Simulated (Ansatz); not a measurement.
Be: pressure series

The parent structure is Be in the hcp (Mg type) structure (space group P6_3/mmc, No. 194; a = 2.265 Å, c = 3.561 Å).

Cell and atoms are relaxed at each pressure.

Calculations: PBE (Ansatz, a program for electronic structure), no spin-orbit coupling.

Notes on the quantities. enthalpy: H = E + PV relative to the base's energy.

```
variant            c/a ratio  volume per atom       enthalpy
----------------  ----------  ---------------  -------------
base                   1.572          7.91 Å³              –
pressure −2 GPa        1.571          8.04 Å³  -0.10 eV/atom
pressure −1 GPa        1.572          7.97 Å³  -0.05 eV/atom
pressure 0.3 GPa       1.573          7.89 Å³  +0.01 eV/atom
pressure 0.7 GPa       1.573          7.86 Å³  +0.03 eV/atom
pressure 1.5 GPa       1.573          7.81 Å³  +0.07 eV/atom
pressure 3 GPa         1.574          7.73 Å³  +0.15 eV/atom
pressure 5 GPa    (withheld)       (withheld)  +0.24 eV/atom
pressure 7.5 GPa       1.576          7.48 Å³  +0.36 eV/atom
pressure 10 GPa        1.578          7.36 Å³  +0.48 eV/atom
```

Task: What belongs in the blanks?

Result: 
- pressure 5 GPa, c/a ratio: 1.575
- pressure 5 GPa, volume per atom: 7.61 Å³

Load acts through the strain it causes; cell and atoms are relaxed under it. Whether these cells are dynamically stable was not tested. Competing high-pressure phases were not computed.
